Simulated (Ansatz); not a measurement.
Cells marked so need not be the phases stable at ambient conditions, and some may be hypothetical.

The gap is the functional's own. No spin-orbit coupling. Mid-gap values are interpolated on the energy grid.

A. Se (P3_121, 3 atoms a cell, 24.5 Å³ an atom), along the normal of (001)
B. BP (P6_3mc, wurtzite, not sure to be the ambient phase, 4 atoms a cell, 11.6 Å³ an atom), along the normal of (001)
C. PbBrF (P4/nmm, not sure to be the ambient phase, 6 atoms a cell, 22.3 Å³ an atom), along the normal of (111)

Question: Put the candidates in order of mid-gap decay constant of the slowest evanescent state, highest first, for r2SCAN (Ansatz, a program for electronic structure).

Answer: C (0.25 1/Å), B (0.16 1/Å), A (0.09 1/Å)
